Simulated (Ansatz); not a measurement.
## How far to go with the k-point mesh at a smearing width of 0.02 eV: ScCd (P4mm, 2 atoms in the cell)

```xyz
2
Lattice="3.5439 0.0000 0.0000 0.0000 3.5439 0.0000 0.0000 0.0000 3.5439" Properties=species:S:1:pos:R:3 pbc="T T T"
Sc     1.7719     1.7719     1.8219
Cd     0.0000     0.0000     0.0000
```

Method of the run: PBEsol, default PAW files made with PBE (plane waves; Ansatz, a quantum-chemistry and plane-wave program).

Base settings: basis.ecutwfc = 420 eV; kpoints.mp_grid.grid = 9 9 9; hamiltonian.xc = pbesol; hamiltonian.pseudopotentials = {kind: paw} (the program's default PAW files); scf.occupations.method = gaussian; scf.occupations.width = 0.1 eV.

In this ladder: scf.occupations.width = 0.02 eV.

Only quantities that move along the ladder and can be compared are tabulated.

The count of work is k-points × plane waves × bands × iterations; it is no time. 

The starting cell comes from a database of computed structures (which also holds hypothetical and non-ambient phases and stackings), without a prior relaxation at this level. Its lattice was rescaled by up to half a per cent. One atom was moved a little off its site on purpose. In the base run, with a pressure of about -3 GPa the cell is away from its equilibrium volume at this level. Ansatz's pressure includes its estimate of the finite-basis (Pulay) stress.

```csv
kpoints.mp_grid.grid,free energy less the last step's (meV/atom),pressure (GPa),largest difference of a force vector from the last step's (eV/Å),count of work / last
3 3 3,79.26,-3.32,0.010,0.0064
4 4 4,71.15,-3.24,0.008,0.019
5 5 5,5.06,-3.19,0.013,0.019
6 6 6,-6.35,-3.41,0.004,0.043
7 7 7,0.18,-3.39,0.004,0.043
8 8 8,2.76,-3.36,0.002,0.080
10 10 10,-0.48,-3.34,0.001,0.13
12 12 12,0.03,-3.33,0.001,0.21
18 18 18,-0.18,-3.35,0.000,0.59
22 22 22,0.00,-3.35,0.000,1.0
```

Coarsest kpoints.mp_grid.grid that holds the forces within 0.005 eV/Å of the last step, with all finer ones: 6 6 6, at 0.043 of the last step's count of work; the step before is off by 0.013 eV/Å.

Coarsest kpoints.mp_grid.grid that holds the pressure within 0.05 GPa of the last step, with all finer ones: 7 7 7, at 0.043 of the last step's count of work; the step before is off by 0.06 GPa.

Coarsest kpoints.mp_grid.grid that holds the free energy within 1 meV/atom of the last step, with all finer ones: 10 10 10, at 0.13 of the last step's count of work; the step before is off by 2.8 meV/atom.

Keys are those of Ansatz 0.2.
